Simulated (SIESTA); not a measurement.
Band structure of Ti3Nb (Amm2, 4 atoms in the cell).

```
Ti3Nb
1.0
    9.04699     0.00000     0.00000
    0.00000     1.60600     2.41039
    0.00000    -1.60600     2.41039
Ti Nb
3 1
Direct
  0.00000   0.18267   0.18267
  0.24845   0.79134   0.79134
  0.75155   0.79134   0.79134
  0.50000   0.23464   0.23464
```

Method of the run: LDA PW92, numerical atomic orbitals DZP, PseudoDojo LDA standard norm-conserving potentials (rewritten from UPF to PSML) run with SIESTA.

Settings: XC.functional = LDA; XC.authors = PW92; potentials = PseudoDojo LDA standard; PAO.BasisSize = DZP; PAO.EnergyShift = 0.005 Ry; MeshCutoff = 400 Ry; kgrid.MonkhorstPack = 3 10 10; OccupationFunction = FD; ElectronicTemperature = 100 meV; MaxSCFIterations = 150; SCF.Mixer.Method = Pulay; SCF.Mixer.Weight = 0.25; SCF.Mixer.History = 6; SCF.DM.Tolerance = 1.0E-05.

The starting cell comes from a database of computed structures (which also holds hypothetical and non-ambient phases and stackings), without a prior relaxation at this level. Spin polarisation is off. Values carry the incompleteness of an atom-centred basis.

Levels in eV from the Fermi level, bands 21 to 26:
```csv
point,21,22,23,24,25,26
Γ,-0.75,0.10,0.15,0.24,0.55,0.72
X,-1.22,-1.09,-0.82,-0.44,-0.40,-0.34
S,-1.34,-1.03,-0.67,-0.66,0.12,0.81
R,-1.18,-1.07,-0.59,-0.44,0.56,0.72
A,-1.35,-1.32,-0.93,-0.63,-0.48,-0.30
Z,-0.77,-0.10,0.44,0.61,0.70,0.75
Y,-1.93,-0.90,-0.85,-0.70,0.70,1.16
X1,-1.22,-1.09,-0.82,-0.44,-0.40,-0.34
A1,-1.35,-1.32,-0.93,-0.63,-0.48,-0.30
T,-1.75,-1.42,-0.42,-0.41,-0.09,0.07
```

Bands cross the Fermi level along this path, so the cell is metallic at this level.

Higher empty bands are left out: an atom-centred basis made for the valence describes them poorly.
